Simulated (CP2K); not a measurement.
Worked example: self-consistent single point of HgS (F-43m, 2 atoms in the cell) in CP2K.

Method of the run: CP2K with PBE, GPW, DZVP-MOLOPT-SR-GTH basis, GTH-PBE potentials (GTH_POTENTIALS).

The change in words: lattice scaled by 0.98. Reference geometry:
```
CELL_PARAMETERS angstrom
      4.19428     0.00000     0.00000
      2.09714     3.63235     0.00000
      2.09714     1.21078     3.42462
ATOMIC_POSITIONS crystal
  Hg 0.00000 0.00000 0.00000
  S  0.25000 0.25000 0.25000
```

Reference input (self-consistent single point, DFT PBE, GPW, DZVP-MOLOPT-SR-GTH basis, GTH-PBE potentials (GTH_POTENTIALS)): CUTOFF = 500 Ry; REL_CUTOFF = 50 Ry; SMEAR/METHOD = FERMI_DIRAC; ELECTRONIC_TEMPERATURE = 1160.45 K; KPOINTS/SCHEME = MACDONALD 8 8 8 0.0625 0.0625 0.0625; XC_FUNCTIONAL = PBE; Hg/BASIS_SET = DZVP-MOLOPT-SR-GTH-q12; Hg/POTENTIAL = GTH-PBE-q12; S/BASIS_SET = DZVP-MOLOPT-SR-GTH-q6; S/POTENTIAL = GTH-PBE-q6; METHOD = GPW; EPS_DEFAULT = 1e-10. This run's input differs from it in these lines:

```diff
@@ -63,4 +63,4 @@
     &CELL
-      ABC 4.19428000 4.19427997 4.19427967
-      ALPHA_BETA_GAMMA 60.00000204 59.99999742 59.99999979
+      ABC 4.11039500 4.11039433 4.11039442
+      ALPHA_BETA_GAMMA 59.99999786 60.00000338 60.00000262
       PERIODIC XYZ
```

The program printed (abridged):

```
 SCF WAVEFUNCTION OPTIMIZATION

  Step     Update method      Time    Convergence         Total energy    Change
     1 NoMix/Diag. 0.30E+00      -     1.27416110       -51.4688710692 -5.15E+01
     2 Broy./Diag. 0.30E+00      -     0.03177607       -51.4977939967 -2.89E-02
     3 Broy./Diag. 0.30E+00      -     0.09011185       -51.4111871028  8.66E-02
     4 Broy./Diag. 0.30E+00      -     0.00294672       -51.3691083269  4.21E-02
     5 Broy./Diag. 0.30E+00      -     0.00435582       -51.3575963382  1.15E-02
     6 Broy./Diag. 0.30E+00      -     0.00048843       -51.3458256727  1.18E-02
   [... 3 lines left out ...]
    10 Broy./Diag. 0.30E+00      -     0.00008981       -51.3412529604 -2.32E-05
    11 Broy./Diag. 0.30E+00      -     0.00000228       -51.3410179627  2.35E-04
    12 Broy./Diag. 0.30E+00      -     0.00000762       -51.3410071749  1.08E-05
    13 Broy./Diag. 0.30E+00      -     0.00000027       -51.3410248950 -1.77E-05
  *** SCF run converged in    13 steps ***

  Overlap energy of the core charge distribution:               0.00000000111441
  Self energy of the core charge distribution:                -95.44560623928210
  Core Hamiltonian energy:                                     27.43577138399831
  Hartree energy:                                              24.90592143954069
  Exchange-correlation energy:                                 -8.23704855820129
  Electronic entropic energy:                                  -0.00006292218822
  Fermi energy:                                                 0.17983676346209

  Total energy:                                               -51.34102489500808
  Total energy (extrapolated to T->0):                        -51.34099343391397

                     Mulliken Population Analysis

   [... lines left out ...]

 STRESS| Analytical stress tensor [bar]
 STRESS|                        x                   y                   z
 STRESS|      x        6.58454553644E+04   6.37668367768E-01   4.50928264228E-01
 STRESS|      y        6.37668367768E-01   6.58429191412E+04   2.09002887571E-01
 STRESS|      z        4.50928264228E-01   2.09002887571E-01   6.58443527760E+04
 STRESS| 1/3 Trace                                             6.58442424272E+04
```

The run converged in 13 iterations. Against the reference run the free energy rises by 41.9 meV/atom and the pressure goes from 2.39 to 6.58 GPa.

The starting cell comes from a database of computed structures (which also holds hypothetical and non-ambient phases and stackings), without a prior relaxation at this level. Its lattice was rescaled by a random factor within 2.5 % of one. For this run, on top of that: lattice scaled by 0.98. Values carry the incompleteness of an atom-centred basis. With a pressure of about 7 GPa the cell is away from its equilibrium volume at this level. The run gives no clean gap (levels at the Fermi energy touch, overlap or are partly filled at this smearing), which alone does not show that the compound is a metal.

Cost on one core of a shared machine: roughly 40 s.
